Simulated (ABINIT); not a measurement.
Worked example: self-consistent single point of AgCl (Fm-3m, 2 atoms in the cell) in ABINIT.

Method of the run: PBE, spin-orbit coupling, norm-conserving pseudopotentials (PseudoDojo nc-fr-04 PBE standard) (plane waves; ABINIT).

```
CELL_PARAMETERS angstrom
      0.00000     2.77500     2.77500
      2.77500     0.00000     2.77500
      2.77500     2.77500     0.00000
ATOMIC_POSITIONS crystal
  Ag 0.00000 0.00000 0.00000
  Cl 0.50000 0.50000 0.50000
```

Reference input (self-consistent single point, DFT, PBE, plane waves, norm-conserving pseudopotentials (PseudoDojo nc-sr-05 PBE standard)): pseudos = [Ag.upf, Cl.upf]; ecut = 41 Ha; occopt = 3; tsmear = 0.00036749 Ha; ngkpt = 8 8 8; nshiftk = 1; shiftk = 0 0 0; potentials = PseudoDojo nc-sr-05 PBE standard; nband = 18; kptopt = 1; nstep = 100; tolvrs = 1e-10. This run's input differs from it in these lines:

```diff
@@ -1,2 +1,2 @@
-# AgCl, PseudoDojo nc-sr-05 PBE standard
+# AgCl, PseudoDojo nc-fr-04 PBE standard
 pp_dirpath "./"
@@ -16,5 +16,7 @@
 ecut 41
+nspinor 2
+nspden 1
 occopt 3
 tsmear 0.00036749
-nband 18
+nband 42
 kptopt 1
```

Its files differ too (potentials: PseudoDojo nc-sr-05 PBE standard → PseudoDojo nc-fr-04 PBE standard).

Output (repeated stretches shortened):

```
--- !BeginCycle
solver: {iscf: 7, nstep: 100, nline: 4, wfoptalg: 0, }
tolerances: {tolvrs: 1.00E-10, }
...

     iter   Etot(hartree)      deltaE(h)  residm     vres2
 ETOT  1  -171.32076808483    -1.713E+02 1.222E-01 8.293E+01
 ETOT  2  -171.43200365868    -1.112E-01 2.004E-02 1.040E+01
 ETOT  3  -171.43338902336    -1.385E-03 6.004E-03 3.099E-01
 ETOT  4  -171.43341355155    -2.453E-05 1.407E-03 1.838E-01
 ETOT  5  -171.43342956158    -1.601E-05 2.038E-03 4.076E-02
 ETOT  6  -171.43343646414    -6.903E-06 4.267E-04 1.100E-04
 ETOT  7  -171.43343647503    -1.089E-08 4.042E-04 1.646E-06
 ETOT  8  -171.43343647520    -1.701E-10 3.803E-04 3.297E-08
 ETOT  9  -171.43343647522    -1.387E-11 5.686E-04 2.505E-10
 ETOT 10  -171.43343647522     2.331E-12 6.320E-04 8.837E-13
 At SCF step   10       vres2   =  8.84E-13 < tolvrs=  1.00E-10 =>converged.

 Cartesian components of stress tensor (hartree/bohr^3)
  sigma(1 1)= -4.94655414E-05  sigma(3 2)=  0.00000000E+00
  sigma(2 2)= -4.94655414E-05  sigma(3 1)=  0.00000000E+00
  sigma(3 3)= -4.94655414E-05  sigma(2 1)=  0.00000000E+00

 ----iterations are completed or convergence reached----

 reduced coordinates (array xred) for    2 atoms
       0.000000000000      0.000000000000      0.000000000000
       0.500000000000      0.500000000000      0.500000000000
 cartesian forces (eV/Angstrom) at end:
    1     -0.00000000000000    -0.00000000000000    -0.00000000000000
    2     -0.00000000000000    -0.00000000000000    -0.00000000000000
 frms,max,avg= 0.0000000E+00 0.0000000E+00   0.000E+00  0.000E+00  0.000E+00 e/A
   [... lines left out ...]
 Fermi (or HOMO) energy (hartree) =   0.19085   Average Vxc (hartree)=  -0.37582
 Fermi (or HOMO) energy (eV) =   5.19324   Average Vxc (eV)= -10.22645
   [... lines left out ...]
total_energy        : -1.71433436475215E+02
total_energy_eV     : -4.66494104636601E+03
band_energy         : -1.64941229762325E+01
...

-Cartesian components of stress tensor (GPa)         [Pressure=  1.4553E+00 GPa]
- sigma(1 1)= -1.45532623E+00  sigma(3 2)=  0.00000000E+00
- sigma(2 2)= -1.45532623E+00  sigma(3 1)=  0.00000000E+00
- sigma(3 3)= -1.45532623E+00  sigma(2 1)=  0.00000000E+00

 Calculation completed.
```

The run converged in 10 iterations. Against the reference run the pressure moves little (1.43 to 1.46 GPa) and the gap on the mesh goes from 0.913 to 0.872 eV.

The starting cell has typed, rounded lattice constants, without a prior relaxation at this level.

Cost on one core of a shared machine: roughly 7 min.
